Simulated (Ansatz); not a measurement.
## hcp Os: the defect Os vacancy + O interstitial

Method: PBE, PAW (plane waves to 420 eV; Ansatz, a first-principles code). Cell and caveats: 48-site cell; 4×4×4 shifted k-points; start: the Os site; off centre in the vacancy; finite-size errors of tenths of an eV; the relaxation kept the symmetry of the starting site; relaxed from one start, so a lower configuration may exist; flagged in the runs: a host that isn't quite at rest in this cell.

Neighbours after relaxation, in Å: of the emptied site: O 1.04; of the O atom: Os 2.00, Os 2.00, Os 2.00.

Formation energies E_f are those of the neutral cell. Chemical conditions: host crystal and elements as references (Δμ(Os) = 0.00 eV, Δμ(O) = 0.00 eV; O taken from its element, since no compound that bounds it was computed at this level; only phases computed here count, gases as isolated molecules at 0 K). Reference phases: O: O2 molecule in a box, Os: hcp Os.

The name describes the start; the neighbours show where the atoms ended.

```
charge         moment (μB)  largest move off a lattice site (Å)  E_f, host crystal and elements as references (eV)
------  ------------------  -----------------------------------  -------------------------------------------------
0       not spin-polarised                                 0.05                                               2.12
```

Flagged in the runs: a host that isn't quite at rest in this cell.
